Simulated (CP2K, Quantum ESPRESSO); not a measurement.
A Quantum ESPRESSO input for a self-consistent single point of YPd3 (P1, 4 atoms in the cell) (DFT, PBEsol, plane waves, GBRV 1.5 ultrasoft (PBESOL) pseudopotentials):

```fortran
&control
    calculation = 'scf',
    prefix = 'pwscf',
    outdir = './tmp/',
    pseudo_dir = './',
    tprnfor = .true.,
    tstress = .true.,
/
&system
    ibrav = 0,
    celldm(1) = 7.747725933,
    nat = 4,
    ntyp = 2,
    ecutwfc = 40,
    ecutrho = 320,
    occupations = 'smearing',
    smearing = 'gauss',
    degauss = 0.019992,
/
&electrons
    conv_thr = 1.0e-11,
/
ATOMIC_SPECIES
Y     88.9058  y_pbesol_v1.4.uspp.F.UPF
Pd   106.4200  pd_pbesol_v1.4.uspp.F.UPF
ATOMIC_POSITIONS crystal
Y    -0.008307000   -0.003148000    0.008179000
Pd    0.491219000    0.506544000   -0.004025000
Pd    0.010745000    0.496476000    0.498579000
Pd    0.506342000    0.000128000    0.497268000
K_POINTS automatic
7 7 7  0 0 0
CELL_PARAMETERS alat
   1.000000000     0.000000000     0.000000000
   0.000000000     1.000000000     0.000000000
   0.000000000     0.000000000     1.000000000
```

Question: Write the same calculation as an input for CP2K.

Answer: This is the input that was run; spellings and numerical settings could be chosen otherwise.

```
&GLOBAL
  PROJECT scf
  RUN_TYPE ENERGY_FORCE
  PRINT_LEVEL MEDIUM
&END GLOBAL
&FORCE_EVAL
  METHOD Quickstep
  STRESS_TENSOR ANALYTICAL
  &DFT
    BASIS_SET_FILE_NAME BASIS_MOLOPT
    POTENTIAL_FILE_NAME GTH_POTENTIALS
    &QS
      METHOD GPW
      EPS_DEFAULT 1E-10
    &END QS
    &MGRID
      CUTOFF 500
      REL_CUTOFF 50
      NGRIDS 5
    &END MGRID
    &SCF
      SCF_GUESS ATOMIC
      EPS_SCF 1E-7
      MAX_SCF 100
      ADDED_MOS 11
      &DIAGONALIZATION
        ALGORITHM STANDARD
      &END DIAGONALIZATION
      &MIXING
        METHOD BROYDEN_MIXING
        ALPHA 0.3
        NBUFFER 10
        BETA 1.5
      &END MIXING
      &SMEAR ON
        METHOD GAUSSIAN
        SIGMA [eV] 0.272
      &END SMEAR
    &END SCF
    &KPOINTS
      SCHEME MONKHORST-PACK 7 7 7
    &END KPOINTS
    &XC
      &XC_FUNCTIONAL
        &PBE
          PARAMETRIZATION PBESOL
        &END PBE
      &END XC_FUNCTIONAL
    &END XC
    &PRINT
      &MO
        EIGENVALUES T
        OCCUPATION_NUMBERS T
        NDIGITS 8
        FILENAME mo
        &EACH
          QS_SCF 0
        &END EACH
        ADD_LAST NUMERIC
      &END MO
      &MULLIKEN ON
      &END MULLIKEN
    &END PRINT
  &END DFT
  &SUBSYS
    &CELL
      ABC 4.09992000 4.09992000 4.09992000
      ALPHA_BETA_GAMMA 90.00000000 90.00000000 90.00000000
      PERIODIC XYZ
    &END CELL
    &COORD
      SCALED
      Y       -0.00830700    -0.00314800     0.00817900
      Pd       0.49121900     0.50654400    -0.00402500
      Pd       0.01074500     0.49647600     0.49857900
      Pd       0.50634200     0.00012800     0.49726800
    &END COORD
    &KIND Y
      BASIS_SET DZVP-MOLOPT-SR-GTH
      POTENTIAL GTH-PBE-q11
    &END KIND
    &KIND Pd
      BASIS_SET DZVP-MOLOPT-SR-GTH
      POTENTIAL GTH-PBE-q18
    &END KIND
  &END SUBSYS
  &PRINT
    &FORCES ON
    &END FORCES
    &STRESS_TENSOR ON
    &END STRESS_TENSOR
  &END PRINT
&END FORCE_EVAL
```

Basis, cutoffs, solver keys and any potentials are the target program's own. This input uses DFT PBEsol, GPW, DZVP-MOLOPT-SR-GTH basis, GTH-PBE potentials (GTH_POTENTIALS).

The starting cell comes from a database of computed structures (which also holds hypothetical and non-ambient phases and stackings), without a prior relaxation at this level. For this run, on top of that: atoms moved at random.
